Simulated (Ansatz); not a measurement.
**A computed series for GaAs: response to strain**

Consider GaAs in the zinc blende structure (space group F-43m, No. 216; a = 5.603 Å). Axes: x, y, z lie along the cube axes.

Strains are applied to the cell and any free atomic positions relax; under biaxial strain the out-of-plane vector relaxes too.

Method: LDA (Ansatz, an electronic-structure program; PAW; 420 eV plane waves; no spin-orbit coupling).

```tsv
biaxial strain, plane normal [111], relaxed out of plane (%)	out-of-plane strain (%)
0	0.00
0.42	-0.18
0.83	-0.37
2.08	?
2.5	-1.09
```

Question: Fit ε⊥ = −νε + γε² (strains in %) to the rows shown and predict the withheld row.

Answer: Least squares on the printed values gives ν = 0.44 (the biaxial Poisson response) and γ = 0.003 (largest residual 0.01 %); this predicts -0.91 %, and the run gives -0.92 %, in agreement.

Whether these cells are dynamically stable was not tested.
